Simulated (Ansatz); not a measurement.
The parent structure is SrTiO3 in the cubic perovskite structure (space group Pm-3m, No. 221; a = 3.936 Å).

(Cell as relaxed with PBE.)

Levels (all Ansatz, a program for electronic structure, PAW): PBE (420 eV, without spin-orbit coupling); r2SCAN (500 eV, no spin-orbit coupling).

Each level relaxes its own structure.

| quantity | PBE | r2SCAN |
|---|---|---|
| volume per atom | 12.20 Å³ | [?] |
| lattice parameter a | 3.936 Å | [?] |
| band gap | 1.84 eV | [?] |
| gap character | indirect, R → Γ | [?] |

Task: Predict the r2SCAN column.

Result: 
- volume per atom, r2SCAN: 11.93 Å³
- lattice parameter a, r2SCAN: 3.907 Å
- band gap, r2SCAN: 2.26 eV
- gap character, r2SCAN: indirect, R → Γ

PBE's volume per atom lies 0.27 Å³ above r2SCAN's (2.3 %); PBE's lattice parameter a lies 0.0295 Å above r2SCAN's (0.8 %); PBE's band gap lies 0.42 eV below r2SCAN's; the two agree on the gap character. Neither level is exact; r2SCAN is the comparison here, not a measurement.

Whether these cells are dynamically stable was not tested. All final runs are without spin polarisation. Many cubic perovskites are stable only at high temperature; tilts and polar distortions were not tested.
